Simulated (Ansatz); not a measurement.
Worked calculations on one periodic cell of amorphous Ti$_{20}$O$_{41}$Li$_{2}$: Ti20O41Li2, 63 atoms, volume 760.1 Å³, made by a melt-quench on the CHGNet potential and relaxed with DFT. O atoms were pushed apart under 1.9 Å during the dynamics, to hinder bonds among them. It is a model cell: composition and starting density were chosen by hand, and all elements were melted together. Cycles of charging were run to anneal it. These are PBE, scalar-relativistic without spin-orbit coupling (plane waves to 420 eV, PAW; Ansatz, a first-principles code) values and carry that method's errors. Sampling: a 2×2×2 Γ-centred mesh; Fermi-Dirac width 0.02 eV; no spin polarisation. Its volume was held where the quench left it, its shape was free, and it stands at a mean pressure of 3.2 GPa with stress components up to 3.2 GPa; the relaxation ran on the zone centre alone. Its density went from a set 3.56 to 3.56 g/cm³. The cell is small and was quenched far faster than a real film, so it is one sample of the glass.

### Question
Count formal charges (Ti +4, O -2, Li +1). What does the count lead one to expect at the Fermi level, and what does the calculation give?

### Answer
20 × (+4) + 41 × (-2) + 2 × (+1) = 0. The charges balance, so the anion-derived valence states can be full and a gap can open. On this mesh the highest filled and lowest empty level lie 2.68 eV apart, the PBE gap of this cell, with a localised state at one edge or both.

Four energies for an added electron at PBE on the zone centre alone (charged cells in a uniform background, spin-polarised): neutral at the neutral geometry -73749.301 eV; charged at the neutral geometry -73740.246 eV; charged and relaxed -73740.360 eV; neutral at the charged geometry -73749.115 eV.

### Question
Find the two relaxation energies and their sum, the reorganisation energy.

### Answer
On charging: -73740.246 − (-73740.360) = 0.114 eV. On discharging: -73749.115 − (-73749.301) = 0.186 eV. The sum is 0.300 eV. The carrier's level spreads over 5 of the 63 atoms' worth, so it counts as localised, most on one Ti atom with neighbours O 1.91 Å, O 1.93 Å, O 1.97 Å, O 2.00 Å, O 2.00 Å, O 2.10 Å (neutral geometry). The values are uncorrected: the image energy of a point charge in this cell, 2.84 × 14.40 / (2 × 9.1) = 2.2 eV before screening, is screened by electrons alone at the fixed geometry and by ions too after relaxing, and the carrier can be spread before it relaxes, so each term can be off by up to that value times 1/ε∞, some tenths of an eV. PBE's self-interaction favours spread-out carriers, so a hybrid can localise more.

Four energies for a hole at PBE on the zone centre alone (charged cells in a uniform background, spin-polarised): neutral at the neutral geometry -73749.301 eV; charged at the neutral geometry -73755.497 eV; charged and relaxed -73755.668 eV; neutral at the charged geometry -73748.540 eV.

### Question
Find the two relaxation energies and their sum, the reorganisation energy.

### Answer
On charging: -73755.497 − (-73755.668) = 0.171 eV. On discharging: -73748.540 − (-73749.301) = 0.761 eV. The sum is 0.932 eV. The carrier's level spreads over 4 of the 63 atoms' worth, so it counts as localised, most on one O atom with neighbours Ti 1.82 Å, Ti 1.84 Å (neutral geometry). The values are uncorrected: the image energy of a point charge in this cell, 2.84 × 14.40 / (2 × 9.1) = 2.2 eV before screening, is screened by electrons alone at the fixed geometry and by ions too after relaxing, and the carrier can be spread before it relaxes, so each term can be off by up to that value times 1/ε∞, some tenths of an eV. PBE's self-interaction favours spread-out carriers, so a hybrid can localise more.
